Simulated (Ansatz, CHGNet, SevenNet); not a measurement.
# TaAs (I4₁md, No. 109, 4 atoms in the cell; start mp-1936): properties by level of theory

| level (code) | lattice constant a (Å) | c axis length (Å) |
|---|---|---|
| CHGNet 0.3.0 | 3.444 | 11.900 |
| SevenNet-l3i5 | 3.470 | 11.738 |
| LDA (Ansatz) | 3.405 | 11.510 |
| PBE-D4 (Ansatz) | 3.442 | 11.626 |
| r²SCAN+rVV10 (Ansatz) | 3.435 | 11.664 |

Caveats: the relaxation could not lower the start's symmetry, so the cell can be a saddle point above a distorted one (CHGNet 0.3.0, SevenNet-l3i5, LDA, PBE-D4, r²SCAN+rVV10). Ansatz's density-functional and Hartree–Fock values are scalar-relativistic unless marked +SOC, with PAW data made under PBE.

Static lattice: no zero-point or thermal effects.

A start named mp-… is a Materials Project structure, which need not be a measured phase.

Ansatz is an electronic-structure program.
